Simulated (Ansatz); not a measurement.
Start from PbZrO3 in the cubic perovskite structure (space group Pm-3m, No. 221; a = 4.1413 Å; a cell from a computed database, its experimental status unchecked). Axes: x, y, z lie along the cube axes.

Modification: uniaxial stress, 5 GPa tension along x, with the cell and atoms free to relax against it.

Levels (all Ansatz, an electronic-structure program, PAW): PBEsol (420 eV, no spin-orbit coupling); r2SCAN (500 eV, spin-orbit coupling left out).

The geometry is relaxed with PBEsol.

```
Property                        Value
--------------------------  ---------
PBEsol pressure             -1.67 GPa
PBEsol band gap               2.22 eV
PBEsol smallest direct gap    2.27 eV
```

### Question
What does r2SCAN give at this geometry for the pressure, band gap and smallest direct gap?

### Answer
The pressure grows by 2.21 GPa to 0.54 GPa; the band gap grows by 0.56 eV (2.22 eV → 2.78 eV); the smallest direct gap goes up by 0.53 eV, from 2.27 eV to 2.80 eV.

Single points use the geometry relaxed with PBEsol. Their cutoffs differ, which shifts pressures a little. With Pb present, leaving out spin-orbit coupling can change the band edges. Load acts through the strain it causes; cell and atoms are relaxed under it. Beyond what the load breaks, stability against distortions was not tested. Many cubic perovskites are stable only at high temperature; tilts and polar distortions were not tested.
